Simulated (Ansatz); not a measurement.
CO on the 1x1 (111) surface of fcc Ag, one in a 2x2 cell, energies for each (29.8 Å²). Energies are against CO(g), without zero-point or thermal terms; each row is named by its start.

Calculation: PBE (plane waves to 420 eV, PAW; Ansatz, a first-principles code).

Q: Which site binds most strongly?
(A) hollow Ag-Ag-Ag over Ag at depth 2.4 Å
(B) hollow Ag-Ag-Ag over Ag at depth 4.7 Å
(C) bridge Ag-Ag (span 2.9 Å)
(D) top Ag

A: D, top Ag. Adsorption energies: top Ag -0.14 eV; bridge Ag-Ag (span 2.9 Å) -0.05 eV; hollow Ag-Ag-Ag over Ag at depth 4.7 Å -0.02 eV; hollow Ag-Ag-Ag over Ag at depth 2.4 Å -0.02 eV.
